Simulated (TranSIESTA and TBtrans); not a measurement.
Run with TranSIESTA and TBtrans (open boundaries, self-consistent; PseudoDojo norm-conserving potentials, scalar-relativistic): PAO.BasisSize DZP, PAO.EnergyShift 0.15 eV, XC.Authors PBE, Mesh.Cutoff 200 Ry, ElectronicTemperature 300 K, TS.Voltage 0.0 eV, TBT.Elecs.Eta 0.001 eV, no spin polarisation.

Device: Cu chain with one bond stretched by 0.6 Å. Leads: straight Cu chain, spacing 2.438 Å. Geometry: as built, not relaxed.

Problem. Predict: conductance at 300 K (G0 = 2e²/h); thermopower (μV/K); mean T from −0.5 to 0.5 eV.

Solution. conductance at 300 K (G0 = 2e²/h): 1.29; thermopower (μV/K): 60; mean T from −0.5 to 0.5 eV: 1.41. The leads' channel count changes near -0.03 eV, within the thermal window, so values at the Fermi level hang on where that band edge falls. The straight chain is held at its spacing; free chains may zigzag or dimerise. No spin-polarised start was tried, so a magnetic state, if there is one, is missed.
